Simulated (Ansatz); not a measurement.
## Ge: energy against strain

Ge (diamond, Fd-3m, 22.838 Å³/atom at rest) under an equal strain ε in the (111) plane with the normal axis free, as in a coherent film. r2SCAN in Ansatz, a plane-wave DFT program (PAW, default set), 500 eV, 10×10×10 Γ-centred mesh, Fermi-Dirac smearing 0.05 eV; ions are relaxed within the symmetry of each cell.

Here s stands for strain and y for E less E0.

```
strain (%)  E less E0 (meV/atom)
----------  --------------------
-2.50                          ?
-1.25                       4.14
-0.83                       1.81
-0.42                       0.46
0.00                        0.00
0.42                        0.44
0.83                        1.71
1.25                        3.83
```

Problem. Fit y against s with a parabola, and predict the withheld value at s = -2.50.

Solution. Least squares gives y = 0.001 - 0.0986·s + 2.5503·s². Residuals (row less fit): 0.031, -0.030, -0.032, -0.001, 0.031, 0.034, -0.033; standard error 0.039 (degrees of freedom: 4). Twice the quadratic coefficient over the volume, 2 × 2.5503 meV × 10⁴ × 0.1602 / 22.838 Å³, is twice the biaxial elastic modulus of this plane = 358 ± 3 GPa. At the withheld row, y = 0.001 - 0.0986 × (-2.50) + 2.5503 × (-2.50)² = 16.187 meV/atom. The calculation gives 17.05 meV/atom, 0.863 meV/atom above the prediction (5.1 % of the range of y in the table). The row lies outside the fitted rows, so this is an extrapolation. From the scatter of the fitted rows alone, a prediction at this place has a standard error of 0.149 meV/atom, so the miss is 5.8 times that.

One order more, fitted to all 13 runs of the series, follows each within 0.02, so the miss is the next term of a smooth law. Rows are the converged runs of the series near zero and its far end; series whose fitted rows scatter by over a few per cent of the range, as at a crossing or softening among them, aren't shown in this form. Most that stay on the fit to the last digits aren't either.
